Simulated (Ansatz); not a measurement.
Worked example: self-consistent single point of a (110) slab of BePd (cut from a parent of space group no. 221; 10 atoms in the cell) in Ansatz (an electronic-structure program).

Method of the run: PBEsol, default PAW files made with PBE (plane waves; Ansatz).

```xyz
10
Lattice="2.8032 0.0000 0.0000 0.0000 3.9643 0.0000 0.0000 0.0000 21.9287" Properties=species:S:1:pos:R:3 pbc="T T T"
Be     0.0000     2.9732     7.0000
Pd     1.4016     0.9911     7.0000
Be     0.0000     0.9911     8.9822
Pd     1.4016     2.9732     8.9822
Be     0.0000     2.9732    10.9644
Pd     1.4016     0.9911    10.9644
Be     0.0000     0.9911    12.9465
Pd     1.4016     2.9732    12.9465
Be     0.0000     2.9732    14.9287
Pd     1.4016     0.9911    14.9287
```

Reference input (self-consistent single point, DFT, PBEsol, plane waves, default PAW files made with PBE): basis.ecutwfc = 30.9 Ry; kpoints.mp_grid.grid = 9 7 1; hamiltonian.xc = pbesol; hamiltonian.pseudopotentials = {kind: paw} (the program's default PAW files); scf.occupations.method = fermi_dirac; scf.occupations.width = 0.0073 Ry. This run's input differs from it in these lines:

Ansatz 0.2 input:
```diff
@@ -20,3 +20,3 @@
 kpoints:
-  mp_grid: { grid: [9, 7, 1] }
+  mp_grid: { grid: [16, 11, 1] }
 hamiltonian:
```

Output, abridged:

```
SCF iter   1: F=—  HF=-34988.539627 eV  |F-HF|=—  |Δ(HF+E_count)|=         —  Δρ=6.77e-3  dr2=1.12e-1  ethr=1.77e-3  ⟨swp⟩=14.0  Hψ=20504  notcnv=0  defer=29
all-band conjugate gradients solve this SCF's bands
preconditioner: auto → LDOS
SCF iter   2: F=—  HF=-34988.555028 eV  |F-HF|=—  |Δ(HF+E_count)|=   1.54e-2  Δρ=8.34e-3  dr2=1.58e-1  ethr=1.12e-4  ⟨swp⟩=2.6  Hψ=6949  notcnv=0  defer=75
   [... lines left out ...]
SCF iter   5: F=—  HF=-34988.521324 eV  |F-HF|=—  |Δ(HF+E_count)|=   3.12e-5  Δρ=7.70e-5  dr2=1.81e-5  ethr=1.86e-7  ⟨swp⟩=2.8  Hψ=6252  notcnv=0  defer=75
SCF iter   6: F=—  HF=-34988.521272 eV  |F-HF|=—  |Δ(HF+E_count)|=   5.24e-5  Δρ=1.42e-5  dr2=8.05e-7  ethr=1.81e-8  ⟨swp⟩=2.9  Hψ=5834  notcnv=0  defer=64
SCF iter   7: F=—  HF=-34988.521272 eV  |F-HF|=—  |Δ(HF+E_count)|=   6.09e-7  Δρ=4.73e-6  dr2=1.23e-7  ethr=1.00e-10  ⟨swp⟩=18.1  Hψ=16896  notcnv=0
SCF iter   8: F=-34988.521272 eV  HF=-34988.521272 eV  |F-HF|=5.14e-9  |Δ(HF+E_count)|=   1.79e-8  Δρ=2.16e-6  dr2=1.69e-8  ethr=1.00e-10  ⟨swp⟩=6.3  Hψ=11464  notcnv=0
SCF 1 converged in 8 iterations: F = -34988.521272 eV  dr2 = 1.69e-8
Free energy (F): -34988.521272 eV
Internal energy: -34988.404212 eV  (E = F + TS)
E sigma→0 (E₀):  -34988.462742 eV
Entropy (-TS):   -0.117060 eV (-11.706 meV/atom)
Fermi energy:    4.861067 eV
--- Forces (eV/Å), atoms counted from 1 ---
  atom   1  Be     0.00000000     0.00000000    -0.01446144
  atom   2  Pd     0.00000000     0.00000000     0.45198581
  atom   3  Be     0.00000000     0.00000000    -0.38401991
  atom   4  Pd     0.00000000     0.00000000    -0.00071567
  atom   5  Be    -0.00000000     0.00000000     0.00000000
  atom   6  Pd     0.00000000     0.00000000     0.00000000
  atom   7  Be     0.00000000     0.00000000     0.38401991
  atom   8  Pd     0.00000000     0.00000000     0.00071567
  atom   9  Be     0.00000000     0.00000000     0.01446144
  atom  10  Pd     0.00000000     0.00000000    -0.45198581
--- Stress (GPa, compression-positive) ---
       -4.440321       0.000000       0.000000
        0.000000      -2.459056       0.000000
        0.000000       0.000000      -1.277842
  P = ⅓ Tr σ = -2.7257 GPa (-27.257 kbar)
  The stress holds the Pulay correction. Without it, at fixed plane waves, as pw.x and ABINIT print it: P = -2.7444 GPa
```

The run converged in 8 iterations. Against the reference run the free energy rises by 1.6 meV/atom and the largest force moves little (0.454 to 0.452 eV/Å).

The starting cell comes from a database of computed structures (which also holds hypothetical and non-ambient phases and stackings), without a prior relaxation at this level. The slab is cut from that crystal, and its faces are unrelaxed. Its lattice was rescaled by up to half a per cent. Spin polarisation is off.

Cost on one core of a shared machine: roughly 60 s.
